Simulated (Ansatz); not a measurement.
SiH3 on the 1x1 (111) surface of fcc Rh, one in a 2x2 cell, energies for each (25.4 Å²). Energies are against SiH4(g) − ½ H2(g), without zero-point or thermal terms; each row is named by its start.

Calculation: PBE (plane waves to 420 eV, PAW; Ansatz, an electronic-structure program).

Model: 20-atom slab, 6.5 Å thick at the start under the adsorbate (thin: gaps and levels are the slab's own), 6x6x1 mesh, Fermi-Dirac 0.1 eV, dipole correction, 8 atoms held, the rest relaxed; each run with such symmetry as its start has; spin where the adsorbate may keep a moment, no spin-orbit, no U, no dispersion correction.

A negative adsorption energy means that the adsorbate is more stable on the surface than in its reference. Starts that drift may end in the same place. Heights count from the host atoms within 0.3 Å of the top one.

| starting site | E_ads (eV) | height (Å) | nearest host atom (Å) | bonded to | Δ work function (eV) | lateral drift (Å) | moment (μB) |
|---|---|---|---|---|---|---|---|
| top Rh | -0.74 | 2.39 | Rh 2.35 | Rh | 0.29 | 0.0 | 0.0 |
| hollow Rh-Rh-Rh over Rh at depth 2.2 Å | -1.53 | 1.79 | Rh 2.38 | 3 Rh | -0.49 | 0.0 | – |
| hollow Rh-Rh-Rh over Rh at depth 4.4 Å | -1.41 | 1.81 | Rh 2.39 | 3 Rh | -0.46 | 0.0 | – |
| bridge Rh-Rh (span 2.7 Å) (the adsorbate came apart) | -2.22 | 1.67 | Rh 2.27 | 3 Rh | -0.94 | 0.7 | – |
